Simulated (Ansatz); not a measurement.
Take TaN in the rock salt structure (space group Fm-3m, No. 225; a = 4.376 Å; relaxed with 0.1 eV smearing) as the base.

The values are results of plane-wave PAW DFT at the PBEsol level (Ansatz, a first-principles code, 420 eV), no SOC, not measurements.

For the base:

* **Pressure**: 0.0 GPa
* **Band gap**: zero

Now apply this change: the cell is scaled by 0.9925 in all directions, atoms relaxed at fixed cell.

Question: How does this affect the pressure?

Answer: The pressure goes from zero to 8.5 GPa.

Question: How does this affect the energy relative to the base?

Answer: The energy goes up by 6.1 meV/atom.

Question: How does this affect the band gap?

Answer: The band gap is still zero.

The cells carry an imposed strain or load. Stability against distortions was not tested. The final runs are not spin-polarised. This is not the structure that TaN has at room temperature and ambient pressure.
